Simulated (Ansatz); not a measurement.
## Effect of pressure 4.5 GPa on Ge

The parent structure is Ge in the diamond structure (space group Fd-3m, No. 227; a = 5.622 Å).

Perturbation: cell and atoms relaxed at a pressure of 4.5 GPa.

Calculations: Ansatz (a program for electronic structure) LDA, scalar-relativistic without spin-orbit coupling. Γ-centred 14×14×14 mesh, Fermi–Dirac width 0.05 eV.

| quantity | base | changed | shift |
|---|---|---|---|
| volume per atom | 22.21 Å³ | 21.02 Å³ | -1.19 Å³ |
| density | 5.43 g/cm³ | 5.74 g/cm³ | +0.31 g/cm³ |
| lattice parameter a | 5.622 Å | 5.520 Å | -0.102 Å |
| enthalpy H = E + PV relative to the base's energy | – | +0.61 eV/atom | – |
| band gap | zero | 0.28 eV | – |
| gap character | absent | indirect, Γ → L | – |
| electron mass | – | 1.7 mₑ along k, 0.076 mₑ across (at L) | – |
| valley order (the lowest conduction-band minima on the path, energy above the VBM, named in the base's zone) | – | L along ⟨111⟩ 0.28 eV; a point along ⟨100⟩, about 0.9 Å⁻¹ from Γ 0.37 eV; Γ 0.50 eV | – |

Cost of the whole job for the changed cell (relaxation, final SCF and bands): around 14 core-seconds (rough).

Load acts through the strain it causes; cell and atoms are relaxed under it. Masses are band curvatures over ±0.01 Å⁻¹ around the edge. Along k means along the line from Γ to the band edge. Stability against distortions was not tested. Tetrahedral semiconductors of this kind turn to denser phases somewhere between about 1 and 50 GPa; those were not computed, so compressed cells here can lie past the real transition. The zero or small gap of Ge can change with the level of theory.
